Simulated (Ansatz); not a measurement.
```yaml
crystal:
  lattice:
    - [3.59405, 0.00000, 0.00000]
    - [-1.79702, 3.11254, 0.00000]
    - [0.00000, 0.00000, 70.51750]
  atoms:
    - { symbol: Sn, position: [0.00000, 0.00000, 0.99998] }
    - { symbol: C, position: [0.00000, 0.00000, 0.03130] }
    - { symbol: Sn, position: [0.66667, 0.33333, 0.04165] }
    - { symbol: C, position: [0.66667, 0.33333, 0.07291] }
    - { symbol: Sn, position: [0.33333, 0.66667, 0.08330] }
    - { symbol: C, position: [0.33333, 0.66667, 0.11456] }
    - { symbol: Sn, position: [0.00000, 0.00000, 0.12498] }
    - { symbol: C, position: [0.00000, 0.00000, 0.15628] }
    - { symbol: Sn, position: [0.33333, 0.66667, 0.16667] }
    - { symbol: C, position: [0.33333, 0.66667, 0.19797] }
    - { symbol: Sn, position: [0.00000, 0.00000, 0.20832] }
    - { symbol: C, position: [0.00000, 0.00000, 0.23957] }
    - { symbol: Sn, position: [0.66667, 0.33333, 0.24999] }
    - { symbol: C, position: [0.66667, 0.33333, 0.28131] }
    - { symbol: Sn, position: [0.00000, 0.00000, 0.29165] }
    - { symbol: C, position: [0.00000, 0.00000, 0.32290] }
    - { symbol: Sn, position: [0.33333, 0.66667, 0.33332] }
    - { symbol: C, position: [0.33333, 0.66667, 0.36464] }
    - { symbol: Sn, position: [0.00000, 0.00000, 0.37498] }
    - { symbol: C, position: [0.00000, 0.00000, 0.40625] }
    - { symbol: Sn, position: [0.66667, 0.33333, 0.41663] }
    - { symbol: C, position: [0.66667, 0.33333, 0.44789] }
    - { symbol: Sn, position: [0.33333, 0.66667, 0.45831] }
    - { symbol: C, position: [0.33333, 0.66667, 0.48961] }
    - { symbol: Sn, position: [0.66667, 0.33333, 0.50000] }
    - { symbol: C, position: [0.66667, 0.33333, 0.53131] }
    - { symbol: Sn, position: [0.33333, 0.66667, 0.54165] }
    - { symbol: C, position: [0.33333, 0.66667, 0.57290] }
    - { symbol: Sn, position: [0.00000, 0.00000, 0.58332] }
    - { symbol: C, position: [0.00000, 0.00000, 0.61464] }
    - { symbol: Sn, position: [0.33333, 0.66667, 0.62498] }
    - { symbol: C, position: [0.33333, 0.66667, 0.65623] }
    - { symbol: Sn, position: [0.66667, 0.33333, 0.66665] }
    - { symbol: C, position: [0.66667, 0.33333, 0.69797] }
    - { symbol: Sn, position: [0.33333, 0.66667, 0.70832] }
    - { symbol: C, position: [0.33333, 0.66667, 0.73958] }
    - { symbol: Sn, position: [0.00000, 0.00000, 0.74997] }
    - { symbol: C, position: [0.00000, 0.00000, 0.78122] }
    - { symbol: Sn, position: [0.66667, 0.33333, 0.79164] }
    - { symbol: C, position: [0.66667, 0.33333, 0.82295] }
    - { symbol: Sn, position: [0.00000, 0.00000, 0.83333] }
    - { symbol: C, position: [0.00000, 0.00000, 0.86464] }
    - { symbol: Sn, position: [0.66667, 0.33333, 0.87499] }
    - { symbol: C, position: [0.66667, 0.33333, 0.90623] }
    - { symbol: Sn, position: [0.33333, 0.66667, 0.91666] }
    - { symbol: C, position: [0.33333, 0.66667, 0.94797] }
    - { symbol: Sn, position: [0.66667, 0.33333, 0.95832] }
    - { symbol: C, position: [0.66667, 0.33333, 0.98956] }
```

Level of theory: PBE (plane waves to 420 eV, PAW; Ansatz, a first-principles code). Scalar-relativistic, without spin–orbit coupling. Its k-point mesh 9×9×1, Fermi–Dirac width 0.01 eV.

Question: Which polytype is this, and how does it compare with the cubic form?

Answer: SnC 24R (hcchhchc), stacking ACBABACABACBCBABCBACACBC, hexagonality 50 %, space group R3m (a stacking that need not occur in nature); -1.4 meV/atom against 3C, layer spacing over a = 0.8175 (ideal 0.8165).
